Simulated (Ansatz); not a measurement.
System: SrLiAl3N4 (P-1, No. 2; cell taken from a computed entry). Method: PBEsol (Ansatz, an electronic-structure program, PAW).

Numerical settings: plane-wave cutoff 520 eV, 6×6×4 k mesh (along the axes of the cell as run), Fermi–Dirac smearing 0.01 eV, scalar-relativistic PAW data made under PBE.

Cell (relaxed with PBEsol):

```xyz
36
Lattice="5.8295 -0.0010 0.0006 1.3520 7.3389 0.0006 2.2591 0.7100 9.6212" Properties=species:S:1:pos:R:3 pbc="T T T"
Li     6.0256     5.5915     8.5290
Li     3.4150     2.4564     1.0933
Li     6.5326     6.2621     3.4180
Li     2.9080     1.7858     6.2043
Sr     8.9520     6.9757     8.3983
Sr     0.4886     1.0722     1.2240
Sr     7.9489     4.9635     6.0501
Sr     1.4917     3.0844     3.5722
Al     4.6565     0.9607     8.4313
Al     4.7841     7.0872     1.1910
Al     6.2497     0.8631     5.7920
Al     3.1909     7.1849     3.8303
Al     7.1672     2.7525     8.2038
Al     2.2734     5.2954     1.4185
Al     3.6834     3.8890     8.6609
Al     5.7572     4.1589     0.9614
Al     5.0991     3.6600     6.0117
Al     4.3415     4.3879     3.6106
Al     5.0600     6.2971     6.0866
Al     4.3806     1.7508     3.5358
N      6.1726     1.6624     9.3545
N      3.2680     6.3855     0.2678
N      5.6596     5.0802     4.7659
N      3.7810     2.9678     4.8565
N      6.4664     7.2255     6.9395
N      2.9742     0.8224     2.6828
N      5.9589     0.7913     3.9166
N      3.4817     7.2567     5.7057
N      3.1929     2.1078     8.2352
N      6.2477     5.9401     1.3871
N      7.6545     4.5008     8.7567
N      1.7861     3.5471     0.8656
N      6.5894     2.6101     6.4146
N      2.8512     5.4378     3.2078
N      4.5123     4.8844     7.3273
N      4.9283     3.1635     2.2951
```

Task: Estimate the band gap, smallest direct gap on the k points sampled and Γ–Γ gap that the calculation returns.

Result: 
- band gap: 2.84 eV
- smallest direct gap on the k points sampled: 3.14 eV
- Γ–Γ gap: 3.52 eV

Spin–orbit coupling is not included.

The computed numbers hold no vibrational or temperature effects.

The result took roughly 10 core-minutes.
